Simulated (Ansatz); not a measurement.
An Ansatz (a quantum-chemistry and plane-wave program) run: BaTiO3 with a change (Ba → La); r2SCAN (Ansatz; PAW; 500 eV plane waves; no spin-orbit coupling), earlier PAW set.

Input:

Ansatz 0.2 input:
```yaml
crystal:
  lattice:
    - [3.9334476705, 0, 0]
    - [0, 3.9334476705, 0]
    - [0, 0, 3.9334476705]
  atoms:
    - { symbol: Ti, position: [0.5, 0.5, 0.5] }
    - { symbol: La, position: [0, 0, 0] }
    - { symbol: O, position: [0.5, 0.5, 0] }
    - { symbol: O, position: [0.5, 0, 0.5] }
    - { symbol: O, position: [0, 0.5, 0.5] }
basis: { ecutwfc: 500, ecutrho_ratio: 4, xc_grid: 4, fft_grid_basis: typed }
kpoints: { mp_grid: { grid: [12, 12, 12] } }
hamiltonian:
  xc: r2scan
  dispersion: none
  pseudopotentials: { azcp: { folder: ./paw }, kind: paw }
scf: { occupations: { method: fermi_dirac, width: 0.05 }, convergence: { dr2_threshold: 0.0000000005 } }
output: { forces: true, stress: true }
checkpoint: { write: state.ck, write_every: 1000 }
```

Output (explanatory and most iteration lines left out):

```
Pseudopotential: Ti, paw, valence charge 12
Pseudopotential: La, paw, valence charge 11
Pseudopotential: O, paw, valence charge 6
Crystal: 5 atoms, lattice volume = 60.858 Å³
Basis set: ecut = 500 eV, 1551 PW (Γ), exchange–correlation on 120×120×120 points (64 copies of the dense FFT grid, shifted against one another)
Bands: 26, of which v1, the nominal top of the filled ones, is band 21 counted from 1 (20 counted from 0)
Symmetry: 48 space group operations
Space group: Pm-3m (ITA 221), of the structure as read, at distance tolerance 3.9e-5 Å
k-points: 84 of 1728
Functional: x = r2scan, c = r2scan; τ floored in thin density (d = 2e-4 eV/Å³)
SCF iter   1: F=—  HF=-10483.884819 eV  |F-HF|=—  |Δ(HF+E_count)|=         —  Δρ=4.20e-2  dr2=6.53e-1  dr2_τ=1.59e-1  ethr=1.60e-3  ⟨swp⟩=1.0  Hψ=10814  notcnv=0
SCF iter   2: F=—  HF=-10484.458584 eV  |F-HF|=—  |Δ(HF+E_count)|=   5.74e-1  Δρ=2.47e-2  dr2=3.01e-1  dr2_τ=1.52e-2  ethr=1.59e-3  ⟨swp⟩=3.3  Hψ=4152  notcnv=0
SCF 1 converged in 11 iterations: F = -10484.606567 eV  dr2 = 4.37e-11
SCF converged after 11 iterations
Free energy (F): -10484.606567 eV
Internal energy: -10484.592847 eV  (E = F + TS)
E sigma→0 (E₀):  -10484.599707 eV
Entropy (-TS):   -0.013720 eV (-2.744 meV/atom)
Fermi energy:    15.418956 eV
--- Forces (eV/Å), atoms counted from 1 ---
  atom   1  Ti     0.00000000    -0.00000000     0.00000000
  atom   2  La    -0.00000000    -0.00000000    -0.00000000
  atom   3  O      0.00000000     0.00000000    -0.00000000
  atom   4  O     -0.00000000    -0.00000000    -0.00000000
  atom   5  O      0.00000000     0.00000000     0.00000000
--- Stress (GPa, compression-positive) ---
        0.002487      -0.000000       0.000000
        0.000000       0.002487       0.000000
        0.000000       0.000000       0.002487
  P = ⅓ Tr σ = 0.0025 GPa (0.025 kbar)
```

Whether these cells are dynamically stable was not tested. No Hubbard U is applied, and correlation can decide whether such a compound is a metal. The final runs are not spin-polarised. An odd electron count without spin: LaTiO3. The cell was made from BaTiO3 by this change: Ba → La; the result is a model cell.
